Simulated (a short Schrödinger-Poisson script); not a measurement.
System: symmetric double-gate stack, Al2O3 on p-type Ge(100), at 77 K.

```
layer  material  thickness (nm)  Na (cm⁻³)
-----  --------  --------------  ---------
1         Al2O3             3.1          -
2            Ge               8       1e16
3         Al2O3             3.1          -
```

Constants are typed, rounded textbook-type inputs, not results; the design itself was drawn at random and stands for no fabricated device. Al2O3: permittivity 9, conduction-band edge (eV) 2.65, gap (eV) 6.8, electron mass (mₑ) 0.3. Ge: permittivity 16, conduction-band edge (eV) 0, gap (eV) 0.664, Nv at 300 K (cm⁻³) 6e18.

Channel valleys (confinement mass, in-plane density-of-states mass, number): L4 0.12, 0.295, 4. At the gates, both at one voltage, the conduction-band edge of layer 1 lies 2.88 eV − eVg above the Fermi level of the channel. Gaps are held at their typed values at every temperature. Mesh 0.03 nm at interfaces.

Solved with a short Schrödinger-Poisson script written for these runs: 1D Poisson equation in equilibrium, electrons quantum, Hartree (BenDaniel-Duke, 12 states a valley, the channel's in-plane mass for all, wave functions free to enter the dielectric), parabolic valleys, classical holes, full ionisation, no traps, pinning or gate leakage.

The same stack at other levels of the model or other numerical settings:

```tsv
run	sheet density of all electrons at Vg = 0.95 V (cm⁻²)	sheet density of all electrons at Vg = 0.35 V (cm⁻²)	capacitance of both gates at Vg = 0.95 V (μF/cm²)	rough cost against the base
base	1.56e13	1.93e12	3.80	about 1
electrons treated as classical, Boltzmann	2.16e13	3.22e12	5.03	0.04
electrons treated as classical, Fermi-Dirac	(withheld)	(withheld)	(withheld)	0.10
mesh six times as coarse	1.56e13	1.92e12	3.79	0.3
one subband a valley	1.56e13	1.93e12	3.80	0.4
```

Q: Some entries are withheld; supply them.

A: 
- electrons treated as classical, Fermi-Dirac, sheet density of all electrons at Vg = 0.35 V (cm⁻²): 2.92e12
- electrons treated as classical, Fermi-Dirac, capacitance of both gates at Vg = 0.95 V (μF/cm²): 4.33
- electrons treated as classical, Fermi-Dirac, sheet density of all electrons at Vg = 0.95 V (cm⁻²): 1.87e13

The classical rows ignore confinement, and Boltzmann statistics overrate the density once the band edge passes the Fermi level.

Only the L valleys are kept; under strong confinement the Δ valleys of Ge fill too.
